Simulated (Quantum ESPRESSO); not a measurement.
Quantum ESPRESSO run on a (111) slab of K2Pt (cut from a parent of space group no. 225; 6 atoms in the cell): self-consistent single point.

Method: LDA (PW92), PseudoDojo standard norm-conserving (LDA) pseudopotentials (plane waves; Quantum ESPRESSO).

The change in words: vacuum of 10 angstrom (first run: 14 Å); tstress: true → default; tefield: default → true; dipfield: default → true; edir: default → 3; emaxpos: default → 0.97; eopreg: default → 0.05; and 1 further keys. Reference geometry:
```
CELL_PARAMETERS angstrom
      5.33176     0.00000     0.00000
     -2.66588     4.61744     0.00000
      0.00000     0.00000    20.53001
ATOMIC_POSITIONS crystal
  K  0.33333 0.66667 0.44699
  K  0.00000 0.00000 0.34096
  K  0.00000 0.00000 0.65904
  K  0.66667 0.33333 0.55301
  Pt 0.66667 0.33333 0.39398
  Pt 0.33333 0.66667 0.60603
```

Reference input (self-consistent single point, DFT, LDA (PW92), plane waves, PseudoDojo standard norm-conserving (LDA) pseudopotentials): ecutwfc = 85 Ry; occupations = smearing; smearing = fd; degauss = 0.0036749 Ry; potentials = {K: K.upf, Pt: Pt.upf}; K_POINTS = automatic 3 3 1 0 0 0; conv_thr = 1e-11 Ry; mixing_beta = 0.4. This run's input differs from it in these lines:

```diff
@@ -6,3 +6,4 @@
     tprnfor = .true.,
-    tstress = .true.,
+    tefield = .true.,
+    dipfield = .true.,
 /
@@ -11,3 +12,3 @@
     A = 5.33175592,
-    C = 20.53001100,
+    C = 16.53002200,
     nat = 6,
@@ -18,2 +19,6 @@
     degauss = 0.0036749,
+    edir = 3,
+    emaxpos = 0.970,
+    eopreg = 0.05,
+    eamp = 0.0,
 /
@@ -27,8 +32,8 @@
 ATOMIC_POSITIONS crystal
-K     1.33333333    0.66666667    0.44698500
-K     0.00000000    0.00000000    0.34096400
-K     0.00000000    0.00000000    0.65903600
-K     0.66666667    0.33333333    0.55301000
-Pt    0.66666667    0.33333333    0.39397500
-Pt    1.33333333    0.66666667    0.60602500
+K     1.33333333    0.66666667    0.43415900
+K     0.00000000    0.00000000    0.30248000
+K     0.00000000    0.00000000    0.69752000
+K     0.66666667    0.33333333    0.56584100
+Pt    0.66666667    0.33333333    0.36831900
+Pt    1.33333333    0.66666667    0.63168100
 K_POINTS automatic
```

Output (repeated stretches shortened):

```
     Self-consistent Calculation

     iteration #  1     ecut=    85.00 Ry     beta= 0.40

     Threshold (ethr) on eigenvalues was too large:
     Diagonalizing with lowered threshold

     negative rho (up, down):  7.156E-06 0.000E+00

     Adding external electric field

     Computed dipole along edir(3) :
        Dipole               -0.0002 Ry au,         -0.0005 Debye
        Dipole field         -0.0000 Ry au,

        Potential amp.        0.0001 Ry
        Total length         29.6754 bohr

     total energy              =    -761.85332445 Ry
     estimated scf accuracy    <       0.54513193 Ry

   [... lines left out ...]
        Dipole                0.0002 Ry au,          0.0005 Debye
        Dipole field          0.0000 Ry au,

        Potential amp.       -0.0000 Ry
        Total length         29.6754 bohr

     total energy              =    -762.00152645 Ry
     estimated scf accuracy    <          1.5E-11 Ry

     iteration # 17     ecut=    85.00 Ry     beta= 0.40

     Adding external electric field

     Computed dipole along edir(3) :
        Dipole                0.0002 Ry au,          0.0005 Debye
        Dipole field          0.0000 Ry au,

        Potential amp.       -0.0000 Ry
        Total length         29.6754 bohr
     End of self-consistent calculation

     the Fermi energy is     1.6576 ev

!    total energy              =    -762.00152645 Ry
     estimated scf accuracy    <          4.6E-12 Ry
     smearing contrib. (-TS)   =      -0.00000029 Ry
     internal energy E=F+TS    =    -762.00152616 Ry

     electric field correction =       0.00000000 Ry

     convergence has been achieved in  17 iterations

     Forces acting on atoms (cartesian axes, Ry/au):

     atom    1 type  1   force =    -0.00000003   -0.00000000    0.00261056
     atom    2 type  1   force =     0.00000006   -0.00000003    0.00724859
     atom    3 type  1   force =     0.00000002    0.00000003   -0.00725092
     atom    4 type  1   force =    -0.00000001    0.00000002   -0.00261076
     atom    5 type  2   force =    -0.00000002   -0.00000001    0.00144481
     atom    6 type  2   force =    -0.00000002   -0.00000000   -0.00144228

     Total force =     0.011087     Total SCF correction =     0.000007

   JOB DONE.
```

The run converged in 17 iterations. Against the reference run the free energy hardly moves (within 1 meV/atom), the largest force stays at 0.186 eV/Å and the gap on the mesh goes from 1.318 to 1.292 eV.

The starting cell comes from a database of computed structures (which also holds hypothetical and non-ambient phases and stackings), without a prior relaxation at this level. The slab is cut from that crystal, and its faces are unrelaxed. Its lattice was rescaled by up to half a per cent. Spin-orbit coupling is off.

Cost on one core of a shared machine: roughly 4 min.
